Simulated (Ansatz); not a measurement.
## BN: response to strain

Start from BN in the zinc blende structure (space group F-43m, No. 216; a = 3.5805 Å). Axes: x, y, z lie along the cube axes.

Strains are applied to the cell and any free atomic positions relax; under biaxial strain the out-of-plane vector relaxes too.

All numbers come from LDA in Ansatz (plane waves to 420 eV, PAW, no spin-orbit coupling).

| variant | ratio −ε⊥/ε∥ | band gap | smallest direct gap |
|---|---|---|---|
| base | – | 4.39 eV | 8.83 eV |
| biaxial strain −2.50 %, plane normal [111], relaxed out of plane | 0.17 | 4.34 eV | 8.30 eV |
| biaxial strain −2.08 %, plane normal [111], relaxed out of plane | 0.17 | 4.35 eV | 8.41 eV |
| biaxial strain −1.25 %, plane normal [111], relaxed out of plane | 0.17 | 4.38 eV | 8.60 eV |
| biaxial strain −0.83 %, plane normal [111], relaxed out of plane | 0.17 | 4.39 eV | 8.69 eV |
| biaxial strain −0.42 %, plane normal [111], relaxed out of plane | – | 4.39 eV | 8.77 eV |
| biaxial strain +0.42 %, plane normal [111], relaxed out of plane | – | ? | ? |
| biaxial strain +0.83 %, plane normal [111], relaxed out of plane | 0.16 | 4.34 eV | 8.64 eV |
| biaxial strain +1.25 %, plane normal [111], relaxed out of plane | 0.16 | 4.31 eV | 8.55 eV |
| biaxial strain +2.08 %, plane normal [111], relaxed out of plane | 0.16 | 4.26 eV | 8.38 eV |

### Question
Some entries are withheld; estimate them.

### Answer

- biaxial strain +0.42 %, plane normal [111], relaxed out of plane, band gap: 4.36 eV
- biaxial strain +0.42 %, plane normal [111], relaxed out of plane, smallest direct gap: 8.73 eV

Whether these cells are dynamically stable was not tested.

Ansatz is a first-principles code.
